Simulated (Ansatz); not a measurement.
Abridged Ansatz (a program for electronic structure) output:

```
Pseudopotential: Hg, paw, valence charge 20
Pseudopotential: S, paw, valence charge 6
Crystal: 6 atoms, lattice volume = 139.554 Å³
Basis set: ecut = 420 eV, 2683 PW (Γ), exchange–correlation on 60×60×128 points (8 copies of the dense FFT grid, shifted against one another)
Bands: 47, of which v1, the nominal top of the filled ones, is band 39 counted from 1 (38 counted from 0)
Symmetry: 6 space group operations
k-points: 24 of 144 (time reversal used)
Functional: x = pbe(κ = 0.804, μ = 0.2195149727645171), c = pbe(β = 0.06672455060314922), warm-up for x = pbe(κ = 0.804, μ = 0.2195149727645171) + 0.25 (exact …
SCF iter   1: F=—  HF=-44147.257876 eV  |F-HF|=—  |Δ(HF+E_count)|=         —  Δρ=2.36e-3  dr2=5.18e-3  ethr=1.77e-3  ⟨swp⟩=11.2  Hψ=5049  notcnv=0
SCF iter   2: F=—  HF=-44147.257710 eV  |F-HF|=—  |Δ(HF+E_count)|=   1.66e-4  Δρ=8.18e-4  dr2=8.25e-4  ethr=6.64e-6  ⟨swp⟩=5.4  Hψ=3500  notcnv=0  defer=31
SCF 1 stopped early in 3 iterations: F = -44147.257765 eV  dr2 = 9.51e-5
Crystal: 6 atoms, lattice volume = 139.554 Å³
Functional: x = pbe(κ = 0.804, μ = 0.2195149727645171) + 0.25 (exact − pbe) at short range (hse, ω = 0.20786987370883472 Å⁻¹), c = pbe(β = 0.06672455060314922); HSE06 as pw.x's `hse` composes it (authors' and Libxc's form: `xc: wpbeh`)
SCF iter   1: F=—  HF=-44158.909934 eV  |F-HF|=—  |Δ(HF+E_count)|=         —  Δρ=8.37e-3  dr2=6.94e-2  ethr=1.22e-6  ⟨swp⟩=6.2  Hψ=5300  notcnv=0
SCF iter   2: F=—  HF=-44158.888247 eV  |F-HF|=—  |Δ(HF+E_count)|=   2.17e-2  Δρ=3.47e-3  dr2=1.04e-2  ethr=1.22e-6  ⟨swp⟩=4.0  Hψ=3974  notcnv=0
SCF 2 stopped early in 6 iterations: F = -44158.915101 eV  dr2 = 4.80e-6
Crystal: 6 atoms, lattice volume = 139.554 Å³
SCF iter   1: F=—  HF=-44158.915177 eV  |F-HF|=—  |Δ(HF+E_count)|=         —  Δρ=6.28e-5  dr2=2.15e-6  ethr=5.50e-7  ⟨swp⟩=4.5  Hψ=2695  notcnv=0
SCF iter   2: F=—  HF=-44158.915176 eV  |F-HF|=—  |Δ(HF+E_count)|=   6.13e-7  Δρ=1.93e-5  dr2=2.26e-7  ethr=1.88e-10  ⟨swp⟩=2.0  Hψ=4779  notcnv=0
SCF 3 converged in 3 iterations: F = -44158.915176 eV  dr2 = 1.38e-8
Free energy (F): -44158.915177 eV
Internal energy: -44158.915177 eV  (E = F + TS)
E sigma→0 (E₀):  -44158.915177 eV
Fermi energy:    9.554580 eV
```

### Question
What was computed, and what are the main results?

### Answer
HgS, 6 atoms in the cell, with HSE06 (Ansatz, PAW, no SOC). The last SCF converged to F = -44158.915177 eV, or -7359.8192 eV per atom. The total energy compares only with runs of the same code, potentials and settings.

Single points use the geometry relaxed with PBEsol. HSE06 gaps are upper bounds (no full band path). Spin-orbit coupling, missing from the scalar runs, can matter with Hg. Whether these cells are dynamically stable was not tested. The cell is HgS (space group P3_221, No. 154; made of chains).
